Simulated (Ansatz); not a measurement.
Inside the gap of an insulator the Bloch states are evanescent, with a wavenumber k + iκ along the transport direction.

Input:

```yaml
crystal:
  lattice:
    - [3.07874, 0.00000, 0.00000]
    - [0.00000, 3.07874, 0.00000]
    - [1.53937, 1.53937, 2.17699]
  atoms:
    - { symbol: Si, position: [0.75000, 0.25000, 0.50000] }
    - { symbol: C, position: [0.00000, 0.00000, 0.00000] }
```

The cell is taken as given.

Transport runs along the normal of the first two printed cell vectors, the (001) plane of the conventional cell.

The gap is the functional's own. No spin-orbit coupling. Mid-gap values are those at the computed energy nearest the middle.

Task: Compute, with PBEsol (Ansatz, an electronic-structure program), the band gap and the smallest decay constant κ at mid-gap.

Result: Gap 1.24 eV on a 14×14×14 mesh; κ = 0.183 1/Å, at (0.500, 0.500) of the in-plane reciprocal vectors. At the zone centre the slowest state has κ = 0.23 1/Å.
